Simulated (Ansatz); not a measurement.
Results of PBE+SOC (plane waves, PAW; Ansatz, an electronic-structure program) for SrAlHO₂ (model structure, started from the SrVO2H type, P4/mmm, No. 123, 5 atoms in the cell).

Numerical settings: plane-wave cutoff 520 eV, 10×10×10 k mesh, Fermi–Dirac smearing 0.01 eV, PAW data made under PBE.

Cell (relaxed with PBEsol):

```cif
data_HAlO2Sr
_chemical_formula_sum 'Sr1 Al1 O2 H1'
_space_group_name_H-M_alt 'P4/mmm'
_space_group_IT_number 123
_space_group_name_Hall '-P 4 2'
_cell_length_a 3.77387
_cell_length_b 3.77387
_cell_length_c 3.65787
_cell_angle_alpha 90.000
_cell_angle_beta 90.000
_cell_angle_gamma 90.000
loop_
_atom_site_label
_atom_site_type_symbol
_atom_site_symmetry_multiplicity
_atom_site_Wyckoff_symbol
_atom_site_fract_x
_atom_site_fract_y
_atom_site_fract_z
_atom_site_occupancy
Sr1 Sr 1 d 0.50000 0.50000 0.50000 1
Al1 Al 1 a 0.00000 0.00000 0.00000 1
O1 O 2 f 0.00000 0.50000 0.00000 1
H1 H 1 b 0.00000 0.00000 0.50000 1
```

Problem. Give the computed band gap, smallest direct gap on the k points sampled and direct gap at Γ.

Solution. 
* **band gap**: 3.53 eV (indirect)
* **smallest direct gap on the k points sampled**: 3.79 eV
* **direct gap at Γ**: 6.06 eV

Note: the relaxation could raise the start's symmetry but not lower it, so the cell can be a saddle point; cell and atoms aren't relaxed at this level (pressure 4.8 GPa).

A model structure was made by putting elements into a prototype or built by hand; it is no filed structure, need not be a known phase, and can be a saddle point held by its symmetry.
